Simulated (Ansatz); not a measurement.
Total g(r) from a molecular-dynamics run [in the run: one k-point, which a denser mesh shifts by 0.1 GPa in pressure and 0.10 eV/Å in forces]. Calculation: PBE (plane waves, PAW; Ansatz, a quantum-chemistry and plane-wave program).

```json
[
 {"r (Å)": "1.02", "g(r)": "0.00"},
 {"r (Å)": "1.14", "g(r)": "0.00"},
 {"r (Å)": "1.26", "g(r)": "0.00"},
 {"r (Å)": "1.38", "g(r)": "0.00"},
 {"r (Å)": "1.50", "g(r)": "0.00"},
 {"r (Å)": "1.62", "g(r)": "0.00"},
 {"r (Å)": "1.74", "g(r)": "0.00"},
 {"r (Å)": "1.86", "g(r)": "0.00"},
 {"r (Å)": "1.98", "g(r)": "0.00"},
 {"r (Å)": "2.10", "g(r)": "0.02"},
 {"r (Å)": "2.22", "g(r)": "0.28"},
 {"r (Å)": "2.34", "g(r)": "0.83"},
 {"r (Å)": "2.46", "g(r)": "1.61"},
 {"r (Å)": "2.58", "g(r)": "1.91"},
 {"r (Å)": "2.70", "g(r)": "1.84"},
 {"r (Å)": "2.82", "g(r)": "1.66"},
 {"r (Å)": "2.94", "g(r)": "1.40"},
 {"r (Å)": "3.06", "g(r)": "1.14"},
 {"r (Å)": "3.18", "g(r)": "0.99"},
 {"r (Å)": "3.30", "g(r)": "1.02"},
 {"r (Å)": "3.42", "g(r)": "0.98"},
 {"r (Å)": "3.54", "g(r)": "0.94"},
 {"r (Å)": "3.66", "g(r)": "0.93"},
 {"r (Å)": "3.78", "g(r)": "0.92"},
 {"r (Å)": "3.90", "g(r)": "0.94"},
 {"r (Å)": "4.02", "g(r)": "0.95"},
 {"r (Å)": "4.14", "g(r)": "0.93"},
 {"r (Å)": "4.26", "g(r)": "0.92"},
 {"r (Å)": "4.38", "g(r)": "0.97"},
 {"r (Å)": "4.50", "g(r)": "0.98"},
 {"r (Å)": "4.62", "g(r)": "0.95"},
 {"r (Å)": "4.74", "g(r)": "1.00"},
 {"r (Å)": "4.86", "g(r)": "0.95"},
 {"r (Å)": "4.98", "g(r)": "0.97"},
 {"r (Å)": "5.10", "g(r)": "0.97"},
 {"r (Å)": "5.22", "g(r)": "0.98"},
 {"r (Å)": "5.34", "g(r)": "1.02"},
 {"r (Å)": "5.46", "g(r)": "1.00"},
 {"r (Å)": "5.58", "g(r)": "1.01"}
]
```

Question: Which system gave this curve?
(A) Si (diamond structure), crystal, 843 K
(B) Pt (fcc), crystal, 295 K
(C) BeS (zinc blende), crystal, 1513 K
(D) SiGe3, liquid, 1772 K

Answer: D, SiGe3, liquid, 1772 K
